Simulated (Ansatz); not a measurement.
## HfN under a change: biaxial strain −1.00 %, plane normal [001], relaxed out of plane

The parent structure is HfN in the rock salt structure (space group Fm-3m, No. 225; a = 4.5257 Å; relaxed with 0.1 eV smearing). Axes: x, y, z lie along the cube axes.

Now apply this change: biaxial strain −1.00 %, plane normal [001], relaxed out of plane (Cartesian); in-plane vectors clamped, the third vector and the atoms free.

The values are results of plane-wave PAW DFT at the r2SCAN level (Ansatz, a program for electronic structure, 500 eV), spin-orbit coupling left out, not measurements. Settings: 22×22×22 k-points, 0.1 eV Fermi–Dirac smearing.

The space group becomes I4/mmm (No. 139) (base: Fm-3m (No. 225)) and the shortest interatomic distance shrinks by 0.043 bohr, from 4.276 bohr to 4.233 bohr. The energy goes up by 5.1 meV/atom and the band gap is still zero. The out-of-plane strain is +0.40 % and the ratio −ε⊥/ε∥ is 0.40. The mean in-plane stress (compression positive) comes out as +7.3 GPa.

Final structure (turned so that z lies along the plane normal):

```
CELL_PARAMETERS angstrom
      3.16815     0.00000     0.00000
      0.00000     3.16815     0.00000
      1.58408    -1.58408     2.27181
ATOMIC_POSITIONS crystal
  Hf 0.00000 0.00000 0.00000
  N  0.50000 0.50000 0.00000
```

No phonon test of stability was made. The final runs are not spin-polarised. An odd electron count without spin: HfN.
